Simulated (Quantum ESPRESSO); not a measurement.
# How a calculation on VCrB2 (Amm2, 4 atoms in the cell) responds to its settings

```xyz
4
Lattice="2.9281 0.0000 0.0000 0.0000 1.4865 3.9487 0.0000 -1.4865 3.9487" Properties=species:S:1:pos:R:3 pbc="T T T"
V      1.4640     0.0000     1.1673
Cr     0.0000     0.0000     6.7421
B      0.0000     0.0000     4.4443
B      1.4640     0.0000     3.4412
```

Base run A: LDA (PZ), GBRV 1.5 ultrasoft (LDA) pseudopotentials in Quantum ESPRESSO, self-consistent single point.

Its settings: ecutwfc = 50 Ry; ecutrho = 400 Ry; occupations = smearing; smearing = fermi-dirac; degauss = 0.0073499 Ry; potentials = {V: v_lda_v1.4.uspp.F.UPF, Cr: cr_lda_v1.5.uspp.F.UPF, B: b_lda_v1.4.uspp.F.UPF}; K_POINTS = automatic 8 8 8 0 0 0; conv_thr = 1e-10 Ry; mixing_beta = 0.7.

The starting cell comes from a database of computed structures (which also holds hypothetical and non-ambient phases and stackings), without a prior relaxation at this level. Spin polarisation is off. In the base run, with a pressure of about -10 GPa the cell is away from its equilibrium volume at this level.

ΔF is the free energy per atom less that of run A. 

Runs:
- B: lattice scaled by 0.97
- C: lattice scaled by 0.97; ecutwfc: 50 Ry → 30 Ry; ecutrho: 400 Ry → 240 Ry
- D: lattice scaled by 0.985
- E: lattice scaled by 0.985; ecutwfc: 50 Ry → 30 Ry; ecutrho: 400 Ry → 240 Ry
- F: lattice scaled by 1.015
- G: lattice scaled by 1.015; ecutwfc: 50 Ry → 30 Ry; ecutrho: 400 Ry → 240 Ry
- H: lattice scaled by 1.03
- I: lattice scaled by 1.03; ecutwfc: 50 Ry → 30 Ry; ecutrho: 400 Ry → 240 Ry
- J: ecutwfc: 50 Ry → 30 Ry; ecutrho: 400 Ry → 240 Ry

```json
[
 {"run": "A", "ΔF (meV/atom)": "0.00", "pressure (GPa)": "-10.23", "largest force (eV/Å)": "0.117"},
 {"run": "B", "ΔF (meV/atom)": "19.6", "pressure (GPa)": "20.75", "largest force (eV/Å)": "0.202"},
 {"run": "C", "ΔF (meV/atom)": "65.7", "pressure (GPa)": "11.93", "largest force (eV/Å)": "0.196"},
 {"run": "D", "ΔF (meV/atom)": "-8.1", "pressure (GPa)": "3.73", "largest force (eV/Å)": "0.061"},
 {"run": "E", "ΔF (meV/atom)": "38.0", "pressure (GPa)": "-4.68", "largest force (eV/Å)": "0.071"},
 {"run": "F", "ΔF (meV/atom)": "39.3", "pressure (GPa)": "-21.63", "largest force (eV/Å)": "0.225"},
 {"run": "G", "ΔF (meV/atom)": "86.0", "pressure (GPa)": "-29.38", "largest force (eV/Å)": "0.261"},
 {"run": "H", "ΔF (meV/atom)": "105.8", "pressure (GPa)": "-30.84", "largest force (eV/Å)": "0.319"},
 {"run": "I", "ΔF (meV/atom)": "152.9", "pressure (GPa)": "-38.30", "largest force (eV/Å)": "0.352"},
 {"run": "J", "ΔF (meV/atom)": "46.4", "pressure (GPa)": "-18.32", "largest force (eV/Å)": "0.152"}
]
```

Run G against A: The free energy goes up by 86.0 meV/atom, the pressure goes from -10.23 to -29.38 GPa and the largest force goes from 0.117 to 0.261 eV/Å.

Run F against A: The free energy goes up by 39.3 meV/atom, the pressure goes from -10.23 to -21.63 GPa and the largest force goes from 0.117 to 0.225 eV/Å.

Run I against A: The free energy goes up by 153 meV/atom, the pressure goes from -10.23 to -38.30 GPa and the largest force goes from 0.117 to 0.352 eV/Å.
